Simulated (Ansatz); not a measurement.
Take Ti$_{3}$Al (space group P6_3/mmc, No. 194; a = 5.7471 Å, c = 4.6315 Å) as the base. Axes: x lies along a and z along c of the hexagonal cell.

The values are results of r2SCAN (Ansatz, a quantum-chemistry and plane-wave program), no SOC, not measurements.

Before the change:

* **Pressure**: 0.0 GPa
* **Shortest interatomic distance**: 2.813 Å

It is then changed as follows: compressive biaxial strain of 1.30 % in the plane normal to [001], as in epitaxy on a mismatched substrate; the out-of-plane cell vector and the atoms relax.

Problem. What does the calculation give for the pressure, shortest interatomic distance and energy relative to the base after the change?

Solution. The pressure (mean of the normal stresses, compression positive) goes from zero to 2.4 GPa; the shortest interatomic distance decreases by 0.037 Å (2.813 Å → 2.776 Å); the energy increases by 4.6 meV/atom.

No phonon test of stability was made. All final runs are without spin polarisation.
